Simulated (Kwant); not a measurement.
## GaAs/Al0.3Ga0.7As stack with 1 barrier

System: GaAs/Al0.3Ga0.7As stack with 1 barrier. One parabolic valley. Leads of mass 0.067 mₑ with the band edge at 0; grid 0.1 nm; bias swept from 0.0096 to 0.44756 V, dropping linearly over the stack. Emitter Fermi level 0.032 eV, 4 K, equal in the collector.

```tsv
layer	thickness (nm)	band offset (eV)	mass (mₑ)
1	2.5	0.24	0.092
```

The device is made up for the run: typed textbook-type constants, with dimensions and the other settings drawn at random.

Computed with Kwant: one-band effective-mass tight-binding model in one dimension, coherent, no space charge, current by the Tsu-Esaki formula.

```csv
bias (V),J (A/cm²)
0.009600,10400
0.02582,21600
0.04204,26100
0.05826,29700
0.07448,32900
0.09070,36000
0.1069,38900
0.1231,41700
0.1394,44500
0.1556,47200
0.1718,49900
0.1880,52600
0.2042,55300
0.2205,58100
0.2367,60900
0.2529,63700
0.2691,66600
0.2853,69500
0.3016,72500
0.3178,75500
0.3340,78700
0.3502,81900
0.3665,85200
0.3827,88600
0.3989,92000
0.4151,95600
0.4313,99200
0.4476,103000
```
